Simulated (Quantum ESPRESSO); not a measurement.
```yaml
crystal:
  lattice:
    - [3.48385, 0.00000, 0.00000]
    - [0.00000, 3.48385, 0.00000]
    - [0.00000, 0.00000, 3.48385]
  atoms:
    - { symbol: Ga, position: [0.00000, 0.00000, 0.00000] }
    - { symbol: Ni, position: [0.50000, 0.00000, 0.50000], spin: 2.0 }
    - { symbol: Ni, position: [0.00000, 0.50000, 0.50000], spin: 2.0 }
    - { symbol: Ni, position: [0.50000, 0.50000, 0.00000], spin: 2.0 }
```
(The spins are starting values, not results.)

Level of theory: PBEsol, SSSP 1.1.2 efficiency (PBE) pseudopotentials (plane waves; Quantum ESPRESSO).

The set-up and first iterations of a Quantum ESPRESSO log for GaNi₃ (Pm-3m, 4 atoms in the cell):

```
     file Ga.pbe-dn-kjpaw_psl.1.0.0.UPF: wavefunction(s)  4S renormalized

     Message from routine setup:
     using ibrav=0 with symmetry is DISCOURAGED, use correct ibrav instead
     G-vector sticks info
     --------------------
     sticks:   dense  smooth     PW     G-vecs:    dense   smooth      PW
     Sum        1933     973    293                63989    22647    3743

     bravais-lattice index     =            0
     lattice parameter (alat)  =       6.5835  a.u.
     unit-cell volume          =     285.3471 (a.u.)^3
     number of atoms/cell      =            4
     number of atomic types    =            2
     number of electrons       =        67.00
     number of Kohn-Sham states=           41
     kinetic-energy cutoff     =      70.0000  Ry
     charge density cutoff     =     560.0000  Ry
     scf convergence threshold =      1.0E-09
     mixing beta               =       0.3000
   [... lines left out ...]

     atomic species   valence    mass     pseudopotential
     Ga               13.00    69.72300     Ga( 1.00)
     Ni               18.00    58.69340     Ni( 1.00)

     Starting magnetic structure
     atomic species   magnetization
     Ga              0.000
     Ni              0.111

     48 Sym. Ops., with inversion, found

   Cartesian axes

     site n.     atom                  positions (alat units)
         1        Ga     tau(   1) = (   0.0000000   0.0000000   0.0000000  )
         2        Ni     tau(   2) = (   0.5000000   0.0000000   0.5000000  )
         3        Ni     tau(   3) = (   0.0000000   0.5000000   0.5000000  )
         4        Ni     tau(   4) = (   0.5000000   0.5000000   0.0000000  )

     number of k points=    35  Fermi-Dirac smearing, width (Ry)=  0.0073
                       cart. coord. in units 2pi/alat
        k(    1) = (   0.0000000   0.0000000   0.0000000), wk =   0.0019531
        k(    2) = (   0.0000000   0.0000000   0.1250000), wk =   0.0117188
        k(    3) = (   0.0000000   0.0000000   0.2500000), wk =   0.0117188
   [... 32 lines left out ...]

     Dense  grid:    63989 G-vectors     FFT dimensions: (  50,  50,  50)

     Smooth grid:    22647 G-vectors     FFT dimensions: (  36,  36,  36)

     Initial potential from superposition of free atoms

     starting charge      60.9970, renormalised to      67.0000
     Self-consistent Calculation

     iteration #  1     ecut=    70.00 Ry     beta= 0.30

     total energy              =   -1285.23945156 Ry
     estimated scf accuracy    <      78.76312676 Ry

     total magnetization       =     1.86 Bohr mag/cell
     absolute magnetization    =     1.96 Bohr mag/cell

     iteration #  2     ecut=    70.00 Ry     beta= 0.30

     total energy              =   -1296.60578913 Ry
     estimated scf accuracy    <      34.14750436 Ry

     total magnetization       =     0.15 Bohr mag/cell
     absolute magnetization    =     0.45 Bohr mag/cell

     iteration #  3     ecut=    70.00 Ry     beta= 0.30

     total energy              =   -1303.75580674 Ry
     estimated scf accuracy    <       0.44355108 Ry

     total magnetization       =     1.68 Bohr mag/cell
     absolute magnetization    =     2.19 Bohr mag/cell
```

### Question
Will this run converge, and how will it end?

### Answer
The run converged in 35 iterations. Convergence of the loop says nothing yet on basis, mesh or lower states. It ends on: free energy E − TS -17739.8629 eV; Fermi level (on the code's own zero) 18.40 eV; pressure 8.69 GPa; size of the cell's spin moment 0.00 μB. The log goes on:

```
   [... 30 blocks of this kind left out ...]

     iteration # 34     ecut=    70.00 Ry     beta= 0.30

     total energy              =   -1303.85587430 Ry
     estimated scf accuracy    <          2.7E-09 Ry

     total magnetization       =     0.00 Bohr mag/cell
     absolute magnetization    =     0.00 Bohr mag/cell

     iteration # 35     ecut=    70.00 Ry     beta= 0.30

     Magnetic moment per site  (integrated on atomic sphere of radius R)
     atom   1 (R=0.292)  charge= 11.2352  magn= -0.0000
     atom   2 (R=0.292)  charge= 16.7552  magn=  0.0001
     atom   3 (R=0.292)  charge= 16.7552  magn=  0.0001
     atom   4 (R=0.292)  charge= 16.7552  magn=  0.0001
     End of self-consistent calculation

     the Fermi energy is    18.4012 ev

!    total energy              =   -1303.85587430 Ry
     estimated scf accuracy    <          5.0E-10 Ry
     smearing contrib. (-TS)   =      -0.01056783 Ry
     internal energy E=F+TS    =   -1303.84530647 Ry

     total magnetization       =     0.00 Bohr mag/cell
     absolute magnetization    =     0.00 Bohr mag/cell

     convergence has been achieved in  35 iterations

     Forces acting on atoms (cartesian axes, Ry/au):

     atom    1 type  1   force =     0.00000000    0.00000000    0.00000000
   [... zero for the other atoms too ...]

     Total force =     0.000000     Total SCF correction =     0.000000

          total   stress  (Ry/bohr**3)                   (kbar)     P=       86.92
   0.00059090   0.00000000   0.00000000           86.92        0.00        0.00
   0.00000000   0.00059090   0.00000000            0.00       86.92        0.00
   0.00000000   0.00000000   0.00059090            0.00        0.00       86.92

   JOB DONE.
```

For comparison: a first run (DFT, LDA (PZ), plane waves, GBRV 1.5 ultrasoft (LDA) pseudopotentials) was changed to give this one (ecutwfc: 50 Ry → 70 Ry; ecutrho: 400 Ry → 560 Ry; pseudopotentials: {Ga: ga_lda_v1.4.uspp.F.UPF, Ni: ni_lda_v1.4.uspp.F.UPF} → {Ga: Ga.pbe-dn-kjpaw_psl.1.0.0.UPF, Ni: ni_pbe_v1.4.uspp.F.UPF}; input_dft: default → pbesol), and from it to this one the pressure goes from 1.27 to 8.69 GPa.

The starting cell comes from a database of computed structures (which also holds hypothetical and non-ambient phases and stackings), without a prior relaxation at this level. Its lattice was rescaled by a random factor within 2.5 % of one. The starting moments vanished: the run ended non-magnetic, which need not be the lowest state. With a pressure of about 9 GPa the cell is away from its equilibrium volume at this level.

The run was DFT, PBEsol, plane waves, SSSP 1.1.2 efficiency (PBE) pseudopotentials. Main settings of its input:

| key | value |
|---|---|
| ecutwfc | 70 Ry |
| ecutrho | 560 Ry |
| occupations | smearing |
| smearing | fermi-dirac |
| degauss | 0.0073499 Ry |
| nspin | 2 |
| input_dft | pbesol |
| potentials | {Ga: Ga.pbe-dn-kjpaw_psl.1.0.0.UPF, Ni: ni_pbe_v1.4.uspp.F.UPF} |
| K_POINTS | automatic 8 8 8 0 0 0 |
| conv_thr | 1e-09 Ry |
| mixing_beta | 0.3 |
